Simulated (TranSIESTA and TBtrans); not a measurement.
## Au chain with one Ta atom in place of Au

System: Au chain with one Ta atom in place of Au. Leads: straight Au chain, spacing 2.703 Å. Geometry: 3 atoms about the centre moved by SIESTA (PBE, DZP) to a largest force of 0.03 eV/Å, all others as built, motion along the axis alone.

TranSIESTA and TBtrans, PBE, SZP numerical orbitals (energy shift 0.15 eV), PseudoDojo norm-conserving scalar-relativistic potentials, mesh cutoff 200 Ry, 300 K, spin-polarised (collinear), no spin-orbit coupling; self-consistent non-equilibrium Green functions.

```
Item                                                           Value
-------------------------------------------------------------  -----
Conductance at 300 K (G0 = 2e²/h)                               0.68
Thermopower (μV/K)                                               -14
Mean T from −0.5 to 0.5 eV                                      0.82
Spin polarisation of the conductance, (up − down)/(up + down)  -0.31
```

Energies count from the leads' Fermi level. Transmissions are for each spin. The energy step is 0.01 eV; narrower resonances are cut or missed.

```csv
E (eV),T up,T down,lead channels up,down
-1.95,0.14,0.063,3,3
-1.80,0.47,0.28,3,3
-1.65,1.00,0.80,3,3
-1.50,1.04,1.03,3,3
-1.35,0.83,0.86,3,3
-1.20,0.59,0.57,3,3
-1.05,0.35,0.29,band edge,band edge
-0.90,0.16,0.10,band edge,band edge
-0.75,0.061,0.019,band edge,band edge
-0.60,0.082,0.11,3,3
-0.45,1.03,0.94,4,4
-0.30,1.00,0.92,4,4
-0.15,0.33,0.92,4,4
0.00,0.50,0.89,1,1
0.15,0.73,0.88,1,1
0.30,0.79,0.87,1,1
0.45,0.81,0.87,1,1
0.60,0.83,0.87,1,1
0.75,0.83,0.88,1,1
0.90,0.83,0.88,1,1
1.05,0.83,0.88,1,1
1.20,0.83,0.88,1,1
1.35,0.83,0.89,1,1
1.50,0.82,0.90,1,1
1.65,0.81,0.93,1,1
1.80,0.81,1.00,1,1
1.95,0.80,0.55,1,1
```

Moments were seeded on the central atoms alone, and one start was tried. The straight chain is held at its spacing; free chains may zigzag or dimerise. Spin-orbit coupling, left out here, matters for the heavy atoms.
